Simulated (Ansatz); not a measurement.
The parent structure is SnSe$_{2}$ in the CdI2 type structure (space group P-3m1, No. 164; layered, stacked along the Cartesian z axis).

```
CELL_PARAMETERS angstrom
      3.79364     0.00000     0.00000
     -1.89682     3.28539     0.00000
      0.00000     0.00000     5.74382
ATOMIC_POSITIONS crystal
  Sn 0.00000 0.00000 0.00000
  Se 0.33333 0.66667 0.27602
  Se 0.66667 0.33333 0.72398
```

Cartesian axes are those of the cell as printed.

Computed with PBEsol-D3(BJ) in Ansatz (plane waves to 420 eV, PAW, no spin-orbit coupling).

Base values:

| Item | Value |
|---|---|
| Smallest direct gap | 0.68 eV |

Now apply this change: the cell is stretched by 3.00 % along z with no lateral relaxation, atoms relaxed at fixed cell.

**Question.** How does this affect the smallest direct gap and energy relative to the base?

**Answer.** The smallest direct gap grows by 0.17 eV to 0.85 eV; the energy grows by 2.6 meV/atom.

The cells carry an imposed strain or load. No phonon test of stability was made. The final runs are not spin-polarised. The zero or small gap of SnSe2 can change with the level of theory.

Ansatz is a first-principles code.
